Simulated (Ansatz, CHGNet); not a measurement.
For V2AlC (P6₃/mmc, No. 194, 8 atoms in the cell; start mp-1025497), the machine-learned potential CHGNet 0.3.0 (trained on PBE and PBE+U data) gives:

| Property | Result |
|---|---|
| lattice constant a | 2.925 Å |
| c axis length | 12.997 Å |

What does r²SCAN+rVV10 (PAW; Ansatz, a quantum-chemistry and plane-wave program) give for the same quantities?


- lattice constant a: 2.879 Å (decreases by 1.6 %)
- lattice parameter c: 13.097 Å (increases by 0.8 %)

Changes are worked out from the printed values.

Unless a cell is named, each level is at its own relaxed cell (CHGNet 0.3.0 12.04, r²SCAN+rVV10 11.75 Å³/atom).

The crystal itself was run without spin with r²SCAN+rVV10; a magnetic state was not tried in these runs.

Caveats: the relaxation could not lower the start's symmetry, so the cell can be a saddle point above a distorted one (CHGNet 0.3.0, r²SCAN+rVV10). Ansatz's density-functional and Hartree–Fock values are scalar-relativistic unless marked +SOC, with PAW data made under PBE.

A start named mp-… is a Materials Project structure, which need not be a measured phase.
